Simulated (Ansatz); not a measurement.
Start from BN in the wurtzite structure (space group P6_3mc, No. 186; a = 2.5232 Å, c = 4.1751 Å).

Method: LDA in Ansatz (plane waves to 420 eV, PAW, scalar-relativistic without spin-orbit coupling).

Base values:

| Item | Value |
|---|---|
| Electron mass | 0.30 mₑ along c, 0.50 mₑ across (at K) |
| Band gap | 4.93 eV |

Now apply this change: a hydrostatic pressure of 15 GPa.

Task: How does this affect the electron mass?

Result: The electron mass changes from 0.30 mₑ along c, 0.50 mₑ across (at K) to 0.29 mₑ along c, 0.49 mₑ across (at K).

Task: What does the calculation give for the band gap after the change?

Result: The band gap shrinks by 0.08 eV (4.93 eV → 4.85 eV).

Load acts through the strain it causes; cell and atoms are relaxed under it. Effective masses come from finite differences of ±0.01 Å⁻¹. Stability against distortions was not tested. No other phases were tried under pressure.

Ansatz is a program for electronic structure.
